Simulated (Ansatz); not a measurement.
Start from TlAs in the CsCl type structure (space group Pm-3m, No. 221; a = 3.6016 Å; a hypothetical phase, not in the database extracts checked; relaxed with 0.1 eV smearing). Axes: x, y, z lie along the cube axes.

Computed with DFT with PBEsol, PAW potentials and a 420 eV plane-wave cutoff in Ansatz (a quantum-chemistry and plane-wave program), no spin-orbit coupling.

Modification: an isotropic linear strain of −2.55 %; the atoms relax in the strained cell.

Problem. Predict the stress tensor and what it implies for the stiffness.

Solution. Stress of the strained cell less that of the base (GPa, compression positive):
```
    5.4     0.0     0.0
    0.0     5.4     0.0
    0.0     0.0     5.4
```

Then B = −ΔP/(ΔV/V₀) with ΔV/V₀ = -0.0746 gives secant stiffness values (nonlinear terms included at this strain): B ≈ 73 GPa.

As a check, the harmonic strain energy −½ V₀ Δσ:ε is 30 meV/atom; the computed energy rise is 27 meV/atom.

No phonon test of stability was made. All final runs are without spin polarisation.
